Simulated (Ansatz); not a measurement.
Output of an Ansatz run (abridged):

```
WARN the atoms were moved onto the symmetric positions of the space group found under crystal.symmetry.tolerance 1.0e-5 (fractional …
WARN ansatz: RAYON_NUM_THREADS=1 ignored (pool sized by the plan → 1); use --threads N
Pseudopotentials: kind: paw
Pseudopotential: Ni, paw, valence charge 18
Pseudopotential: Te, paw, valence charge 16
Crystal: 3 atoms, lattice volume = 70.499 Å³
Basis set: ecut = 420.4159175005146 eV, 1399 PW (Γ), exchange–correlation on 54×54×80 points (8 copies of the dense FFT grid, shifted against one another)
Bands: 30, of which v1, the nominal top of the filled ones, is band 25 counted from 1 (24 counted from 0)
Symmetry: 6 space group operations
Space group: P3m1 (ITA 156), of the structure as read, at distance tolerance 4.1e-5 Å
k-points: 40 of 320 (time reversal used)
PAW frozen core: Ni, regenerated for the run's functional, and the local potential with it
PAW frozen core: Te, regenerated for the run's functional, and the local potential with it
Initial density: superposition of atomic densities (neutral atoms: chi_scale 0, normalization atom), corrected by the library's trained network
Initial wavefunctions: pseudopotential atomic-orbital guess
Eigensolver: davidson
Functional: x = pbesol(κ = 0.804, μ = 0.12345679012345678), c = pbesol(β = 0.046)
SCF iter   1: F=—  HF=-19608.721408 eV  |F-HF|=—  |Δ(HF+E_count)|=         —  Δρ=1.72e-2  dr2=1.52e-1  ethr=1.77e-3  ⟨swp⟩=6.1  Hψ=5069  notcnv=0
all-band conjugate gradients solve this SCF's bands
preconditioner: auto → LDOS
SCF iter   2: F=—  HF=-19608.716655 eV  |F-HF|=—  |Δ(HF+E_count)|=   4.75e-3  Δρ=9.88e-3  dr2=3.44e-2  ethr=3.04e-4  ⟨swp⟩=2.0  Hψ=1966  notcnv=0  defer=27
SCF iter   3: F=—  HF=-19608.709634 eV  |F-HF|=—  |Δ(HF+E_count)|=   7.02e-3  Δρ=3.82e-3  dr2=9.29e-3  ethr=6.89e-5  ⟨swp⟩=2.0  Hψ=2278  notcnv=0  defer=27
SCF iter   4: F=—  HF=-19608.709154 eV  |F-HF|=—  |Δ(HF+E_count)|=   4.80e-4  Δρ=1.35e-3  dr2=1.19e-3  ethr=1.86e-5  ⟨swp⟩=1.0  Hψ=1173  notcnv=0  defer=27
SCF iter   5: F=—  HF=-19608.709064 eV  |F-HF|=—  |Δ(HF+E_count)|=   9.02e-5  Δρ=1.57e-4  dr2=7.63e-6  ethr=2.39e-6  ⟨swp⟩=1.4  Hψ=1217  notcnv=0  defer=27
SCF iter   6: F=—  HF=-19608.709065 eV  |F-HF|=—  |Δ(HF+E_count)|=   9.31e-7  Δρ=5.89e-5  dr2=1.61e-6  ethr=1.53e-8  ⟨swp⟩=2.1  Hψ=2098  notcnv=0  defer=27
SCF iter   7: F=-19608.709065 eV  HF=-19608.709065 eV  |F-HF|=1.30e-8  |Δ(HF+E_count)|=   2.34e-7  Δρ=1.14e-5  dr2=9.59e-8  ethr=2.00e-10  ⟨swp⟩=6.0  Hψ=6044  notcnv=0
SCF 1 converged in 7 iterations: F = -19608.709065 eV  dr2 = 9.59e-8
SCF converged after 7 iterations
Free energy (F): -19608.709065 eV
Harris-Foulkes:  -19608.709065 eV  (|F-HF|=1.30e-8)
Internal energy: -19608.695870 eV  (E = F + TS)
E sigma→0 (E₀):  -19608.702467 eV
Entropy (-TS):   -0.013196 eV (-4.399 meV/atom)
Fermi energy:    11.579768 eV
--- Per-component energies (eV) ---
  E_band       = -847.091309
  E_kinetic    = 645.791270
  E_local      = -7249.333432  (includes V_loc(G=0)·N_el)
  E_nonlocal   = 23.327239
  E_hartree    = 3670.130112
  E_xc         = -331.341129
  E_vxc        = -317.861037  (∫ρ·V_xc dr)
  E_paw        = -10767.267884  (= ΣΔE_a)
  E_vpaw       = -1289.284851  (= ΣTr[D̂ρ^β])
  E_aug_tail   = 0.000131  (compensation charges beyond the density's cutoff)
  E_ewald      = -5600.949095
  E_core_change = 0.946919  (= ΣΔE_core)
  E_smearing   = -0.013196  (= −TS)
  E_closure    = 0.000000  (closes the sum)
  Σ components = -19608.709065   (vs F -19608.709065, Δ=0.00e0)
--- Forces (eV/Å), atoms counted from 1 ---
  atom   1  Ni    -0.00000000    -0.00000000    -0.35334257
  atom   2  Te    -0.00000000     0.00000000     0.01355078
  atom   3  Te     0.00000000    -0.00000000     0.33980320
  max |Σ_I F_I| component: 1.14e-5 eV/Å
--- Stress (GPa, compression-positive) ---
       -3.879257       0.000000      -0.000000
        0.000000      -3.879257      -0.000000
       -0.000000      -0.000000      -3.744578
  P = ⅓ Tr σ = -3.8344 GPa (-38.344 kbar)
  The stress holds the Pulay correction. Without it, at fixed plane waves, as pw.x and ABINIT print it: P = -3.8704 GPa
--- Band table (eV; the first three rows and the last of 40) ---
  k-point 0: bands = ["-91.5547", "-52.1306", "-52.1306", "-52.0591", "-25.5613", "-25.5556", "-25.5556", "-25.5374", "-25.5259", "-25.5259", "-25.5183", "-25.5183", "-25.4976", "-25.4976", "-2.0144", "1.1169", "5.7279", "8.0102", "8.0102", [...]
  k-point 1: bands = ["-91.5547", "-52.1306", "-52.1306", "-52.0591", "-25.5613", "-25.5548", "-25.5548", "-25.5374", "-25.5279", "-25.5279", "-25.5173", "-25.5173", "-25.4973", "-25.4973", "-1.8587", "0.6409", "6.4792", "8.0374", "8.0374", [...]
  k-point 2: bands = ["-91.5547", "-52.1306", "-52.1306", "-52.0591", "-25.5612", "-25.5533", "-25.5533", "-25.5374", "-25.5309", "-25.5309", "-25.5162", "-25.5162", "-25.4969", "-25.4969", "-1.4752", "-0.1452", "7.9785", "8.0830", "8.0830", [...]
  k-point 39: bands = ["-91.5547", "-52.1310", "-52.1309", "-52.0591", "-25.5599", "-25.5562", "-25.5547", "-25.5319", "-25.5282", "-25.5272", "-25.5169", "-25.5147", "-25.4952", "-25.4931", "0.3914", "0.5688", "5.9467", "6.4666", "6.9181", [...]
```

The structure:

```xyz
3
Lattice="3.8867 0.0000 0.0000 -1.9434 3.3660 0.0000 0.0000 0.0000 5.3887" Properties=species:S:1:pos:R:3 pbc="T T T"
Ni     0.0000     0.0000     0.0500
Te     0.0000     2.2440     1.3036
Te     1.9434     1.1220     4.0850
```

Write an input that gives this output.

Other spellings and defaults could give the same log, and not every line can be read from it. The input that was run (DFT, PBEsol, plane waves, default PAW files made with PBE):

Ansatz 0.2 input:
```yaml
# NiTe2
crystal:
  lattice:
    - [3.886747, 0.000000, 0.000000]
    - [-1.943374, 3.366021, 0.000000]
    - [0.000000, 0.000000, 5.388659]
  atoms:
    - { symbol: Ni, position_ang: [0.000000, 0.000000, 0.050001] }
    - { symbol: Te, position_ang: [-0.000002, 2.244015, 1.303624] }
    - { symbol: Te, position_ang: [1.943375, 1.122006, 4.085035] }
basis:
  ecutwfc: 30.9 Ry
kpoints:
  mp_grid: { grid: [8, 8, 5] }
hamiltonian:
  xc: pbesol
  pseudopotentials: { kind: paw }
scf:
  occupations: { method: gaussian, width: 0.0073 Ry }
output:
  forces: true
  eigenvalues: true
  stress: true
```

The starting cell comes from a database of computed structures (which also holds hypothetical and non-ambient phases and stackings), without a prior relaxation at this level. Its lattice was rescaled by up to half a per cent. One atom was moved a little off its site on purpose. Spin-orbit coupling is off. Spin polarisation is off, so a magnetic state, if there is one, cannot be reached. With a pressure of about -4 GPa the cell is away from its equilibrium volume at this level. Ansatz's pressure includes its estimate of the finite-basis (Pulay) stress.

Ansatz is a quantum-chemistry and plane-wave program.
